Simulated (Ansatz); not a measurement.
The starting structures come from a database of crystals and need not be the phases stable at ambient conditions.

The decay constant κ of evanescent states in the gap governs leakage through a thin film.

Here is the system:

```
CdSnF6
1.0
    5.25496     0.00000     0.00000
    2.62748     4.55093     0.00000
    2.62748     1.51698     4.95006
Cd Sn F
1 1 6
Cartesian
  5.25496   3.03395   2.47503
  0.00000   0.00000   0.00000
  3.46176   2.89189   3.79533
  7.04816   3.17601   1.15474
  6.02853   4.65794   3.79533
  4.48139   1.40996   1.15474
  6.27459   1.55202   3.79533
  4.23533   4.51588   1.15474
```

Space group of this cell: R-3. The cell is taken as given.

Transport runs along the normal of the first two printed cell vectors, the (001) plane of the conventional cell.

No gap correction and no spin-orbit coupling; mid-gap values are interpolated between computed energies.

Estimate the band gap and the smallest decay constant κ at mid-gap that PBEsol run with Ansatz (a first-principles code) returns for this system.

Gap 3.94 eV on a 8×8×8 mesh; κ = 0.407 1/Å, at the zone centre.
